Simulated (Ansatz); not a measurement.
Ansatz (a program for electronic structure), DFT, PBE, plane waves, its default PAW files: Cu(100) slab of 6 layers, 1x1, O adatom, atoms displaced (Cu6O), unrelaxed, 7 atoms. Basis and mesh were picked for this test and aren't claimed converged.

```json
{
 "cell": "2.56, 2.56, 20.64 Å; 90, 90, 90°",
 "distance_to_the_nearest_atom": "1.99 to 2.56 Å",
 "task": "single point",
 "k mesh": "10×10×1",
 "hamiltonian.xc": "pbe",
 "kind_of_files": "paw",
 "scf.occupations.method": "fermi_dirac",
 "scf.occupations.width": "0.1 eV",
 "scf.initial_density.chi_scale": "0.1",
 "output.forces": "true",
 "binding of workers (--pin)": "off",
 "k-point pools (--kpoint-pools)": "1",
 "memory maximum (--max-ram)": "8GiB",
 "accuracy": "medium (default)",
 "basis.precision": "auto (default)",
 "basis.xc_grid": "2 (default)",
 "scf.eigensolver.kind": "auto (default)",
 "scf.convergence.dr2_threshold": "1e-07 (default)",
 "scf.lower_state_search": "light (default)",
 "k-points after symmetry": "52",
 "bands_at_the_start": "68",
 "electrons": "120",
 "plane waves at Γ": "2665",
 "cutoff (eV)": "420",
 "FFT grid": "18×18×144",
 "symmetry_operations": "1"
}
```

One run each.

All on 4 threads. Base settings, kept where nothing else is said: scf.mixing.algorithm = auto (default), scf.mixing.preconditioner = auto (default) (scf.mixing.beta, scf.mixing.ndim not set). The settings tried:
- scf.mixing.algorithm = msr1
- scf.mixing.algorithm = broyden, scf.mixing.preconditioner = kerker
- scf.mixing.algorithm = anderson, scf.mixing.ndim = 1
- scf.mixing.preconditioner = local_kerker
- scf.mixing.preconditioner = none
- scf.mixing.preconditioner = ldos
- scf.mixing.algorithm = broyden, scf.mixing.beta = 0.3
- scf.mixing.algorithm = broyden, scf.mixing.beta = 0.7
- scf.mixing.algorithm = anderson
- scf.mixing.preconditioner = kerker_dos
- scf.mixing.algorithm = anderson, scf.mixing.ndim = 4
- scf.mixing.algorithm = broyden, scf.mixing.beta = 1
- scf.mixing.algorithm = broyden, scf.mixing.preconditioner = none
- scf.mixing.algorithm = broyden, scf.mixing.beta = 0.1
- scf.mixing.algorithm = broyden
- the base settings
- scf.mixing.preconditioner = kerker

Problem. Which settings need the fewest SCF iterations, which the most, and do any fail to converge?

Solution. Fewest SCF iterations, with those close behind: scf.mixing.algorithm = broyden, scf.mixing.beta = 0.3 (21); the base settings (24); scf.mixing.algorithm = msr1 (24); scf.mixing.preconditioner = ldos (24). Most among those that reach the base run's result: scf.mixing.preconditioner = kerker (72); scf.mixing.algorithm = broyden, scf.mixing.preconditioner = kerker (69). No count from: scf.mixing.algorithm = anderson, scf.mixing.ndim = 1 (unfinished when stopped at the time that we allowed, after 28 SCF iterations). All the others converged. In the base run the program took: scf.mixing.algorithm MSR1, scf.mixing.preconditioner LDOS, scf.eigensolver.kind band_cg, --slots 4.

| setting | SCF iterations | applications of H to a band | end |
|---|---|---|---|
| scf.mixing.algorithm = broyden, scf.mixing.beta = 0.3 | 21 | 450686 | converged |
| the base settings | 24 | 604909 | converged |
| scf.mixing.algorithm = msr1 | 24 | 604909 | converged |
| scf.mixing.preconditioner = ldos | 24 | 604909 | converged |
| scf.mixing.preconditioner = local_kerker | 31 | 465321 | converged |
| scf.mixing.algorithm = broyden, scf.mixing.beta = 0.7 | 36 | 832229 | converged |
| scf.mixing.algorithm = broyden | 42 | 1063655 | converged |
| scf.mixing.algorithm = anderson | 42 | 949032 | converged |
| scf.mixing.algorithm = broyden, scf.mixing.beta = 1 | 42 | 1063655 | converged |
| scf.mixing.algorithm = broyden, scf.mixing.preconditioner = none | 43 | 849228 | converged |
| scf.mixing.preconditioner = none | 47 | 1067816 | converged |
| scf.mixing.algorithm = broyden, scf.mixing.beta = 0.1 | 47 | 404826 | converged |
| scf.mixing.algorithm = anderson, scf.mixing.ndim = 4 | 48 | 2980148 | converged |
| scf.mixing.preconditioner = kerker_dos | 58 | 428629 | converged |
| scf.mixing.algorithm = broyden, scf.mixing.preconditioner = kerker | 69 | 498526 | converged |
| scf.mixing.preconditioner = kerker | 72 | 531384 | converged |

6 planned settings were not run, for want of time.

Keys are those of Ansatz 0.2.
